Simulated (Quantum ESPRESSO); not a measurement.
Quantum ESPRESSO is run on Br (Cmce, 4 atoms in the cell), and the run fails. The aim is a self-consistent single point with DFT, PBE, plane waves, PseudoDojo standard norm-conserving (PBE) pseudopotentials.

Input as run:

```fortran
&CONTROL
  calculation = 'scf',
  prefix = 'run',
  outdir = './work',
  pseudo_dir = './',
  verbosity = 'high',
  tprnfor = .true.,
  tstress = .true.,
/
&SYSTEM
  ibrav = 0,
  celldm(1) = 7.4362275756,
  nat = 4,
  ntyp = 1,
  ecutwfc = 50,
  occupations = 'smearing',
  smearing = 'gauss',
  degauss = 0.00147,
&ELECTRONS
  conv_thr = 1.0d-9,
  mixing_beta = 0.4,
/
ATOMIC_SPECIES
Br    79.9040  Br.upf
CELL_PARAMETERS {alat}
   0.5575690434    -0.8301305692     0.0000000000
   0.5575690434     0.8301305692     0.0000000000
   0.0000000000     0.0000000000     2.1705366331
ATOMIC_POSITIONS {crystal}
Br    0.8610000000    0.8610000000    0.8890000000
Br    0.6390000000    0.6390000000    0.3890000000
Br    0.3610000000    0.3610000000    0.6110000000
Br    0.1390000000    0.1390000000    0.1110000000
K_POINTS {automatic}
7 7 3  0 0 0
```

Log, with long lists cut:

```
     This program is part of the open-source Quantum ESPRESSO suite
     for quantum simulation of materials; please cite

 %%%%%%%%%%%%%%%%%%%%%%%%%%%%%%%%%%%%%%%%%%%%%%%%%%%%%%%%%%%%%%%%%%%%%%%%%%%%%%
     Error in routine  read_namelists (1):
      bad line in namelist &system: "&ELECTRONS" (error could be in the previous line)
 %%%%%%%%%%%%%%%%%%%%%%%%%%%%%%%%%%%%%%%%%%%%%%%%%%%%%%%%%%%%%%%%%%%%%%%%%%%%%%

     stopping ...
```

**Question.** Read the log: what does the program object to, and what is the fix?

**Answer.** The fault is a namelist without its closing slash. The reader runs on into the next namelist. To fix it, close the namelist. The program stopped before any SCF iteration.

An input that runs soundly differs in these lines (not the only fix; some lines may just follow from the change or write a value another way):
```diff
+/
```

With that input, the run converged in 9 iterations: free energy E − TS -1712.1171 eV; top of the valence band (on the code's own zero) 2.60 eV; gap on the k-point mesh 1.96 eV; pressure 4.30 GPa; largest force (vector length) 1.478 eV/Å (DFT, PBE, plane waves, PseudoDojo standard norm-conserving (PBE) pseudopotentials).

On the sound input: the starting cell has typed, rounded lattice constants, without a prior relaxation at this level. Its lattice was rescaled by a random factor within 2.5 % of one. With a pressure of about 4 GPa the cell is away from its equilibrium volume at this level. Forces in this geometry exceed 1 eV/Å.
